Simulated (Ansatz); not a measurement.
Cd2SnO4: pressure 7.5 GPa

The parent structure is Cd2SnO4 (space group Pbam, No. 55; a = 5.571 Å, b = 9.929 Å, c = 3.199 Å).

Now apply this change: cell and atoms relaxed at a pressure of 7.5 GPa.

Computed with Ansatz (an electronic-structure program) PBEsol, without spin-orbit coupling. Settings: 5×3×8 k-points, 0.05 eV Fermi–Dirac smearing.

The volume per atom shrinks by 0.57 Å³ (12.64 Å³ → 12.07 Å³) and the density rises by 0.36 g/cm³ to 8.01 g/cm³. The shortest interatomic distance drops by 0.022 Å to 2.039 Å and the band gap goes up by 0.15 eV to 0.63 eV. The gap character stays indirect, Z → Γ and the smallest direct gap rises by 0.164 eV to 0.67 eV. The mean gap deformation potential ΔEg/Δln V amounts to -3.2 eV and the width of the top valence band goes up by 0.09 eV, from 0.50 eV to 0.59 eV. The electron mass changes from 0.15 mₑ along a, 0.12 mₑ along b, 0.14 mₑ along c (at Γ) to 0.18 mₑ along a, 0.14 mₑ along b, 0.16 mₑ along c (at Γ).

Load acts through the strain it causes; cell and atoms are relaxed under it. Effective masses come from finite differences of ±0.01 Å⁻¹. Whether these cells are dynamically stable was not tested. No other phases were tried under pressure.
